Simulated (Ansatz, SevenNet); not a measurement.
For NbAs (I4₁md, No. 109, 4 atoms in the cell; start mp-2059), the machine-learned potential SevenNet-l3i5 (trained on PBE and PBE+U data) gives:

- equilibrium lattice constant a: 3.484 Å
- lattice parameter c: 11.765 Å

### Question
What does PBE-D3(BJ) (plane waves, PAW; Ansatz, a program for electronic structure) give for the same quantities?

### Answer

- lattice constant a: 3.440 Å (drops by 1.3 %)
- lattice parameter c: 11.557 Å (shrinks by 1.8 %)

Changes are worked out from the printed values.

Unless a cell is named, each level is at its own relaxed cell (SevenNet-l3i5 17.85, PBE-D3(BJ) 17.09 Å³/atom).

Caveats: the relaxation could not lower the start's symmetry, so the cell can be a saddle point above a distorted one (SevenNet-l3i5, PBE-D3(BJ)). Ansatz's density-functional and Hartree–Fock values are scalar-relativistic unless marked +SOC, with PAW data made under PBE.

A start named mp-… is a Materials Project structure, which need not be a measured phase.
